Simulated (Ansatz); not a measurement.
The parent structure is TiO2 in the anatase structure (space group I4_1/amd, No. 141; a = 3.7393 Å, c = 9.4551 Å).

Calculations: Ansatz (a program for electronic structure), LDA, PAW, cutoff 420 eV, scalar-relativistic without spin-orbit coupling.

Before the change:

| Property | Result |
|---|---|
| Lattice parameter a | 3.739 Å |
| Width of the top valence band | 0.86 eV |

It is then changed as follows: cell and atoms relaxed at a pressure of 4.5 GPa.

Question: What does the calculation give for the lattice parameter a after the change?

Answer: The lattice parameter a falls by 0.010 Å (3.739 Å → 3.729 Å).

Question: What happens to the width of the top valence band?

Answer: The width of the top valence band goes up by 0.08 eV, from 0.86 eV to 0.94 eV.

The levels and masses belong to the bands next to the band gap. Load acts through the strain it causes; cell and atoms are relaxed under it. No phonon test of stability was made. All final runs are without spin polarisation.
